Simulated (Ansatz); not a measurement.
Consider ZnO in the wurtzite structure (space group P6_3mc, No. 186).

```xyz
4
Lattice="3.2300 0.0000 0.0000 -1.6150 2.7972 0.0000 0.0000 0.0000 5.2144" Properties=species:S:1:pos:R:3 pbc="T T T"
Zn     0.0000     1.8648     0.0080
Zn     1.6150     0.9324     2.6152
O      0.0000     1.8648     1.9839
O      1.6150     0.9324     4.5911
```

Cartesian axes are those of the cell as printed.

Level of theory: Ansatz (a first-principles code), PBEsol, PAW, cutoff 420 eV, no spin-orbit coupling.

Now apply this change: uniaxial strain ε_zz = −1.80 %, all other strain components held at zero, atoms relaxed at fixed cell.

Problem. Predict the stress tensor and what it implies for the stiffness.

Solution. Stress of the strained cell less that of the base (GPa, compression positive):
```
   2.11    0.00    0.00
   0.00    2.11    0.00
   0.00    0.00    3.87
```

Then −Δσ_ii/ε with ε = -0.0180 gives secant stiffness values (nonlinear terms included at this strain): C33 ≈ 215 GPa, C13 ≈ 117 GPa and C23 ≈ 117 GPa.

Stability against distortions was not tested.
